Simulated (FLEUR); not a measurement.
Input and output of a self-consistent single point for Nb₂AsC (P6_3/mmc, 8 atoms in the cell) (FLEUR).

Method: PBEsol, all-electron FLAPW (FLEUR), scalar-relativistic valence.

```xyz
8
Lattice="3.3774 0.0000 0.0000 -1.6887 2.9249 0.0000 0.0000 0.0000 12.0036" Properties=species:S:1:pos:R:3 pbc="T T T"
Nb     0.0000     1.9499     4.8654
Nb     1.6887     0.9750     7.1382
Nb     1.6887     0.9750    10.8672
Nb     0.0000     1.9499     1.1364
As     1.6887     0.9750     3.0009
As     0.0000     1.9499     9.0027
C      0.0000     0.0000     6.0018
C      0.0000     0.0000     0.0000
```

Reference input (self-consistent single point, DFT, LDA (Vosko-Wilk-Nusair), all-electron FLAPW (FLEUR), scalar-relativistic valence): Kmax = 4.3 1/bohr; GmaxXC = 17.2 1/bohr; xcFunctional = vwn; jspins = 1; l_soc = F; mode = gauss; fermiSmearingEnergy = 0.00734986 Htr; mesh (inpgen div1-3) = 7 7 2; inpgen gamma flag = true; Gmax = 17.2 1/bohr; numbands = 0; maxIterBroyd = 15. This run's input differs from it in these lines:

```diff
@@ -20,3 +20,3 @@
 &comp jspins=1 /
-&exco xctyp='vwn' /
+&exco xctyp='PBEs' /
 &kpt div1=7 div2=7 div3=2 gamma=t /
@@ -33,3 +33,3 @@
       <coreElectrons ctail="T" frcor="F" kcrel="0" coretail_lmax="0"/>
-      <xcFunctional name="vwn" relativisticCorrections="F"/>
+      <xcFunctional name="PBEs" relativisticCorrections="F"/>
       <magnetism jspins="1"/>
```

The program printed (abridged):

```
 Iteration:     1   Distance:      21.75929352 me/bohr^3
 Iteration:     2   Distance:      18.26897583 me/bohr^3
 Iteration:     3   Distance:       6.93991734 me/bohr^3
 Iteration:     4   Distance:       6.02295790 me/bohr^3
 Iteration:     5   Distance:       3.50524388 me/bohr^3
   [... 11 lines left out ...]
 Iteration:    17   Distance:       0.00014273 me/bohr^3
 Iteration:    18   Distance:       0.00005651 me/bohr^3
 Iteration:    19   Distance:       0.00003254 me/bohr^3
 Iteration:    20   Distance:       0.00000710 me/bohr^3
 Reset of history
 Run finished successfully
 Stop message:
   Structural relaxation: new displacements generated

[file out, last iteration]
             iter=     21
[...]
          total density-effective poten   -3.2173888830E+04
          total charge density-energy d   -6.4290522682E+02
 Updated energy parameters for spin:           1
[...]
 fermi energy and band-weighting factors:

[...]
FERMIE:
          first approx. to ef    (T=0)  :   0.488153 htr   (energy of the highest occ. eigenvalue)
          number of occ. states  (T=0)  :        723
          first approx. to seigv (T=0)  : -33.535864 htr
          sum of weights of occ. states :  45.091837
          sum of semicore charge        :   0.000000 e
          fermi energy=   0.48969 har   work function= -13.32526 ev
          number of valence electrons=  90.00000
   [... lines left out ...]
          total moment                 =     0.00000
 Direct bandgap for spin            1 :    1.8320772955285725E-002  Htr
 ---->    free energy=                    -19868.6678750000 htr
   [... lines left out ...]
 TOTAL FORCE FOR ATOM TYPE=  1  X=  3.191   Y= -1.842   Z=  9.194
                       FX_TOT= 0.000000 FY_TOT= 0.000000 FZ_TOT= 0.009688
 TOTAL FORCE FOR ATOM TYPE=  2  X= -3.191   Y=  1.842   Z=  5.671
                       FX_TOT= 0.000000 FY_TOT= 0.000000 FZ_TOT= 0.000000
 TOTAL FORCE FOR ATOM TYPE=  3  X=  0.000   Y=  0.000   Z= 11.342
                       FX_TOT= 0.000000 FY_TOT= 0.000000 FZ_TOT= 0.000000
```

The run converged in 20 iterations. FLEUR gives forces in its relaxation mode, with a further iteration, so its stop message speaks of a relaxation. Against the reference run the largest force goes from 0.578 to 0.498 eV/Å.

The starting cell comes from a database of computed structures (which also holds hypothetical and non-ambient phases and stackings), without a prior relaxation at this level. Its lattice was rescaled by a random factor within 2.5 % of one. Spin polarisation is off. Values depend on the basis (sphere radii, cutoffs, local orbitals), which need not be converged. The log's line on a gap gives a spacing of levels on this mesh, which the program prints for metals too.

Cost on one core of a shared machine: roughly 6 min.
